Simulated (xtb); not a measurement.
xtb 6.7.1, GFN2-xTB: Hf(OMe)(OiPr)3 (C[O][Hf]([O]C(C)C)([O]C(C)C)[O]C(C)C), 39 atoms. The geometry is a generated start, not checked to be a minimum at this level.

- method: GFN2-xTB
- --acc: 1 (default)
- --etemp (K): 300 (default)
- detailed input (--input): none: ANC optimiser, Lindh (1995) Hessian, microcycle=20, maxdispl=1.0, hlow=0.01 (default)
- basis functions: 90
- valence electrons: 92

Charge 0 and multiplicity 1 are set for this test and not shown to be the ground state.

The structure is relaxed from this start with --opt LEVEL for the levels crude, sloppy, loose, lax, normal, tight, vtight, extreme, once each. Up to the end of the extreme run atoms move by at most 1.6 Å along an axis.

**Question.** Choose the cheapest level whose final energy lies within 5 meV of that of extreme.

**Answer.** normal: 58 cycles against 69, ending 0.19 meV above.

```tsv
level	cycles	energy above the extreme run (meV)	gradient norm (eV/Å)
crude	1	120	0.090
sloppy	1	120	0.090
loose	1	120	0.090
lax	1	120	0.090
normal	58	0.19	0.030
tight	62	0.032	0.016
vtight	68	under 0.01	0.0035
extreme	69	—	0.0025
```
